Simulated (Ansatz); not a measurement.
# A computed series for MoSi2: element substitutions

The parent structure is MoSi₂ (space group I4/mmm, No. 139).

```
MoSi2
1.0
   -1.59511     1.59511     3.91030
    1.59511    -1.59511     3.91030
    1.59511     1.59511    -3.91030
Mo Si
1 2
Direct
  0.00000   0.00000   0.00000
  0.33509   0.33509   0.00000
  0.66491   0.66491   0.00000
```

Each row replaces one element on all its sites; cell and atoms are relaxed.

Calculations: PBEsol (Ansatz, a first-principles code), no spin-orbit coupling.

```
variant  c/a ratio      density
-------  ---------  -----------
base         2.451   6.35 g/cm³
Mo → Zr      2.792   5.08 g/cm³
Mo → W           …            …
Si → Pb      2.682  13.13 g/cm³
```

### Question
What belongs in the blanks?

### Answer

- Mo → W, c/a ratio: 2.440
- Mo → W, density: 9.94 g/cm³

Stability against distortions was not tested. As relaxed here, ZrSi2 and MoPb2 are hypothetical phases, not in the database extracts checked. The final runs are not spin-polarised. ZrSi2 and MoPb2 have a high density of states at the Fermi level and may be magnetic at this level.
